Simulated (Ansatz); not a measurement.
A constructed model of the (100) surface of fcc Rh, a layer of Mn in place of the second plane (bottom of the slab: a bare face, its two planes held)

The numbers are results of PBE (plane waves to 420 eV, PAW; Ansatz, a quantum-chemistry and plane-wave program), not measurements.

Set-up: 6 atoms, 9.5 Å thick at the start (thin: gaps and levels are the slab's own); mesh 14x14x1; 0.1 eV smearing; dipole correction on; 2 atoms held, the rest relaxed; symmetry of the start imposed; spin-polarised, ending with about 2.7 μB a cell; orders that need a larger cell were not tried, no spin-orbit, no U. It is one candidate, not shown to be the stable structure of the face.

| Quantity | Value |
|---|---|
| work function of the top face | 4.86 eV |
| energy released by relaxation | 0.14 eV |
| magnetic moment of the cell | 2.66 μB |
| cost | very roughly 6 core-minutes |
